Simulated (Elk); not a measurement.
Elk run on Ta4N3 (I4/mmm, 7 atoms in the cell): self-consistent single point.

Level of theory: PBEsol, all-electron FP-LAPW, Elk's shipped species files, APW+lo basis with extra local orbitals (Elk).

The change in words: lattice scaled by 0.98. Reference geometry:
```
Ta4N3
1.0
   -2.16794     2.16794     4.24165
    2.16794    -2.16794     4.24165
    2.16794     2.16794    -4.24165
Ta N
4 3
Cartesian
  2.16794   0.00000   0.00000
  0.00000   2.16794   0.00000
  0.00000   0.00000   2.23806
  0.00000   0.00000   6.24523
  0.00000   2.16794   2.12082
  2.16794   0.00000   2.12082
  0.00000   0.00000   0.00000
```

Reference input (self-consistent single point, DFT, PBEsol, all-electron FP-LAPW, Elk's shipped species files, APW+lo basis with extra local orbitals): xctype = 22; rgkmax = 7.5; stype = 0; swidth = 0.00367493 Ha; ngridk = 7 7 7; gmaxvr = 16 1/bohr; nxlo = 2; lorbcnd = true; rmtscf = 0.81; lmaxi = 2. This run's input differs from it in these lines:

```diff
@@ -31,5 +31,5 @@
 avec
-   -4.0968204135    4.0968204135    8.0155473679
-    4.0968204135   -4.0968204135    8.0155473679
-    4.0968204135    4.0968204135   -8.0155473679
+   -4.0148837785    4.0148837785    7.8552362316
+    4.0148837785   -4.0148837785    7.8552362316
+    4.0148837785    4.0148837785   -7.8552362316
```

The program printed (abridged):

```
│ Self-consistent loop started │
│ Loop number : 1 │
 total energy                :     -62633.2651718
│ Loop number : 2 │
 total energy                :     -62635.0937211
RMS change in Kohn-Sham potential (target) :    1.497017253     (  0.1000000000E-05)
Absolute change in total energy (target)   :    1.828549278     (  0.1000000000E-03)
│ Loop number : 3 │
 total energy                :     -62633.5541909
RMS change in Kohn-Sham potential (target) :    1.472401615     (  0.1000000000E-05)
Absolute change in total energy (target)   :    1.082392805     (  0.1000000000E-03)
│ Loop number : 4 │
   [... lines left out ...]
Absolute change in total energy (target)   :   0.4946255722E-03 (  0.1000000000E-03)
│ Loop number : 17 │
 total energy                :     -62650.1051716
RMS change in Kohn-Sham potential (target) :   0.5698369843E-06 (  0.1000000000E-05)
Absolute change in total energy (target)   :   0.2073040887E-03 (  0.1000000000E-03)
│ Loop number : 18 │
 total energy                :     -62650.1051761
RMS change in Kohn-Sham potential (target) :   0.1188022012E-06 (  0.1000000000E-05)
Absolute change in total energy (target)   :   0.4733807145E-04 (  0.1000000000E-03)
Convergence targets achieved

│ Loop number : 19 │

Energies :
 Fermi                       :     0.653409216225
 total energy                :     -62650.1051790

Density of states at Fermi energy :    64.63097752
 (states/Hartree/unit cell)

Estimated indirect band gap :   0.1384254951E-02
 from k-point     29 to k-point     30
Estimated direct band gap   :   0.5934398771E-02
 at k-point     30

Charges :
 core                        :    190.0000000
 valence                     :    123.0000000
 interstitial                :    14.95145211
 muffin-tins (core leakage)
  species :    1 (Ta)
   atom    1                 :    70.32997804     (  0.1189670982E-04)
   atom    2                 :    70.32997804     (  0.1189670982E-04)
   atom    3                 :    70.29983099     (  0.1187720292E-04)
   [... lines left out ...]
   atom    1                 :    5.611293785     (  0.6992381312E-05)
   atom    2                 :    5.611293785     (  0.6992381312E-05)
   atom    3                 :    5.566342254     (  0.6952018438E-05)
 total in muffin-tins        :    298.0485479
 total calculated charge     :    312.9849706
 total charge                :    313.0000000
 error                       :   0.1502944085E-01

│ Self-consistent loop stopped │
```

The run converged in 19 iterations. The count includes the last loop, which Elk runs after its targets are met. Against the reference run the total energy rises by 76.4 meV/atom.

The starting cell comes from a database of computed structures (which also holds hypothetical and non-ambient phases and stackings), without a prior relaxation at this level. Its lattice was rescaled by a random factor within 2.5 % of one. For this run, on top of that: lattice scaled by 0.98. Spin-orbit coupling is off. Spin polarisation is off. Values depend on the basis (sphere radii, cutoffs, local orbitals), which need not be converged. The log's line on a gap gives a spacing of levels on this mesh, which the program prints for metals too.

Cost on one core of a shared machine: roughly 5 min.
